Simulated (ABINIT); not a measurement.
Checking a run of ABINIT on Pb (Fm-3m, 1 atom in the cell). The aim is a self-consistent single point with DFT, PBE, plane waves, PAW (JTH v2.0 PBE PAW).

Cell that was meant: a = 3.5281 Å, b = 3.5281 Å, c = 3.5281 Å, α = 60.00°, β = 60.00°, γ = 60.00°.

Part of the input:

```
# Pb, JTH v2.0 LDA PAW
pp_dirpath "./"
pseudos "Pb.LDA_PW-JTH.xml"
acell 6.6671736483 6.6671736483 6.6671736483
rprim
        -0.0000000000    0.7071067812    0.7071067812
```

Output (repeated stretches shortened):

```
 Symmetries : space group Fm -3 m (#225); Bravais cF (face-center cubic)

 -outvars: echo values of preprocessed input variables --------
   [... lines left out ...]

 Coarse grid specifications (used for wave-functions):

 getcut: wavevector=  0.0000  0.0000  0.0000  ngfft=  30  30  30
         ecut(hartree)=     19.992   => boxcut(ratio)=   2.23806

 Fine grid specifications (used for densities):

 getcut: wavevector=  0.0000  0.0000  0.0000  ngfft=  40  40  40
         ecut(hartree)=     39.983   => boxcut(ratio)=   2.10773

   3.08399934E+02                                ecore*ucvol(ha*bohr**3)

_setup2: Arith. and geom. avg. npw (full set) are     894.825     894.815
--- !BeginCycle
solver: {iscf: 17, nstep: 60, nline: 4, wfoptalg: 10, }
tolerances: {toldfe: 1.00E-09, }
...

     iter   Etot(hartree)      deltaE(h)  residm     nres2
 ETOT  1  -60.393788073504    -6.039E+01 1.573E+01 1.754E+00
 ETOT  2  -61.203007031110    -8.092E-01 2.063E-01 7.002E-01
 ETOT  3  -61.203414042992    -4.070E-04 1.933E-01 1.481E-01
 ETOT  4  -61.203367142776     4.690E-05 6.840E-02 3.636E-02
 ETOT  5  -61.203326499903     4.064E-05 6.703E-03 4.194E-04
   [... 2 lines left out ...]
 ETOT  8  -61.203328873366    -4.829E-08 9.642E-04 4.719E-07
 ETOT  9  -61.203328881391    -8.025E-09 1.817E-03 5.358E-08
 ETOT 10  -61.203328881603    -2.115E-10 1.007E-03 1.610E-09
 ETOT 11  -61.203328881653    -5.011E-11 6.438E-04 3.368E-10
 At SCF step   11, etot is converged :
  for the second time, diff in etot=  5.011E-11 < toldfe=  1.000E-09

 Cartesian components of stress tensor (hartree/bohr^3)
  sigma(1 1)= -2.73234099E-05  sigma(3 2)=  0.00000000E+00
  sigma(2 2)= -2.73234099E-05  sigma(3 1)=  0.00000000E+00
  sigma(3 3)= -2.73234099E-05  sigma(2 1)=  0.00000000E+00

 ----iterations are completed or convergence reached----

 reduced coordinates (array xred) for    1 atoms
       0.000000000000      0.000000000000      0.000000000000
 cartesian forces (eV/Angstrom) at end:
    1     -0.00000000000000    -0.00000000000000    -0.00000000000000
 frms,max,avg= 0.0000000E+00 0.0000000E+00   0.000E+00  0.000E+00  0.000E+00 e/A
 length scales=  6.667173648300  6.667173648300  6.667173648300 bohr
   [... lines left out ...]
 Fermi (or HOMO) energy (hartree) =   0.26762   Average Vxc (hartree)=  -0.34371
 Fermi (or HOMO) energy (eV) =   7.28242   Average Vxc (eV)=  -9.35296
   [... lines left out ...]
total_energy        : -6.12033432117080E+01
total_energy_eV     : -1.66542766564911E+03
...

-Cartesian components of stress tensor (GPa)         [Pressure=  8.0388E-01 GPa]
- sigma(1 1)= -8.03882338E-01  sigma(3 2)=  0.00000000E+00
- sigma(2 2)= -8.03882338E-01  sigma(3 1)=  0.00000000E+00
- sigma(3 3)= -8.03882338E-01  sigma(2 1)=  0.00000000E+00

 Calculation completed.
```

Question: Is anything amiss in this input, and did it matter?

Answer: The run is not sound. The fault is potentials made for another functional. A pseudopotential or PAW dataset holds the core screening of the functional that it was made with. To fix it, use potentials made for the functional of the run. The run converged in 11 iterations, and against the sound input the pressure moves little (0.89 to 0.80 GPa).

An input that runs soundly differs in these lines (not the only fix; some lines may just follow from the change or write a value another way):
```diff
-# Pb, JTH v2.0 LDA PAW
+# Pb, JTH v2.0 PBE PAW
-pseudos "Pb.LDA_PW-JTH.xml"
+pseudos "Pb.GGA_PBE-JTH.xml"
```

With that input, the run converged in 11 iterations: free energy E − TS -1665.44 eV; Fermi level (on the code's own zero) 7.08 eV; pressure 0.89 GPa (DFT, PBE, plane waves, PAW (JTH v2.0 PBE PAW)).

On the sound input: the starting cell comes from a database of computed structures (which also holds hypothetical and non-ambient phases and stackings), without a prior relaxation at this level.
